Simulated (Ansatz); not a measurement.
Ansatz (a first-principles code), DFT, PBE, plane waves, its default PAW files: Cu(100) slab of 6 layers, 1x1, O adatom, atoms displaced (Cu6O), unrelaxed, 7 atoms. Basis and mesh were picked for this test and aren't claimed converged.

```
Item                                                       Value
------------------------------  --------------------------------
cell                            2.56, 2.56, 30.64 Å; 90, 90, 90°
distance to the nearest atom                      1.99 to 2.56 Å
task                                                single point
k mesh                                                   10×10×1
hamiltonian.xc                                               pbe
kind of files                                                paw
scf.occupations.method                               fermi_dirac
scf.occupations.width                                     0.1 eV
output.forces                                               true
binding of workers (--pin)                                   off
k-point pools (--kpoint-pools)                                 1
memory maximum (--max-ram)                                  8GiB
accuracy                                        medium (default)
basis.precision                                   auto (default)
basis.xc_grid                                        2 (default)
scf.eigensolver.kind                              auto (default)
scf.convergence.dr2_threshold                    1e-07 (default)
scf.lower_state_search                           light (default)
k-points after symmetry                                       52
bands at the start                                            68
electrons                                                    120
plane waves at Γ                                            3939
cutoff (eV)                                                  420
FFT grid                                               18×18×216
symmetry operations                                            1
```

Settings of this run: scf.mixing.algorithm = broyden, scf.mixing.preconditioner = kerker, scf.algorithm = auto; 4 threads.

| iteration | dr2 (eV) | Hψ |
|---|---|---|
| 1 | 2.94e1 | 15924 |
| 2 | 2.62e1 | 6451 |
| 3 | 1.97e1 | 6271 |
| 4 | 2.62e0 | 4752 |
| 5 | 2.06e-1 | 3807 |
| 6 | 8.20e-2 | 5370 |
| 7 | 8.52e-2 | 4265 |
| 8 | 6.42e-2 | 3554 |
| 9 | 3.07e-2 | 3513 |
| 10 | 2.94e-2 | 3707 |
| 11 | 1.66e-2 | 4030 |
| 12 | 7.44e-3 | 4494 |
| 13 | 6.25e-3 | 4318 |
| 14 | 6.08e-3 | 3940 |
| … | … | … |
| 30 | 2.65e-4 | 3816 |
| 31 | 1.57e-4 | 4233 |
| 32 | 1.15e-4 | 5133 |
| 33 | 8.73e-5 | 4809 |
| 34 | 4.99e-4 | 4527 |
| 35 | 1.34e-4 | 3913 |
| 36 | 3.50e-5 | 3904 |
| 37 | 1.92e-5 | 4559 |
| … | … | … |
| 51 | 4.27e-7 | 5102 |
| 52 | 3.23e-7 | 3806 |
| 53 | 2.55e-7 | 3861 |
| 54 | 2.37e-7 | 5174 |
| 55 | 2.29e-7 | 5101 |
| 56 | 1.73e-7 | 3615 |
| 57 | 1.25e-7 | 3663 |
| 58 | 9.44e-8 | 10556 |

It converged after 58 SCF iterations.

Task: Which change of one setting makes this cycle converge in far fewer steps?

Result: One answer among several that fit: scf.mixing.preconditioner = auto (default) (15 SCF iterations), all else kept. The other changes of this size gave: scf.mixing.preconditioner = none (23); scf.mixing.q_tf = 0.5 1/Å (30); scf.mixing.q_tf = 1.5 1/Å (50); scf.mixing.algorithm = auto (default) (61). With more settings changed, the fewest of all runs of this system: scf.mixing.algorithm = auto (default), scf.mixing.preconditioner = auto (default), scf.algorithm = direct_min (8). In that run the program took: scf.mixing.preconditioner LDOS, scf.eigensolver.kind band_cg, --slots 4. The change moves the result by: energy under 0.001 meV/atom, forces (largest component) 0.036 meV/Å. Counts are of single runs.

Keys are those of Ansatz 0.2.
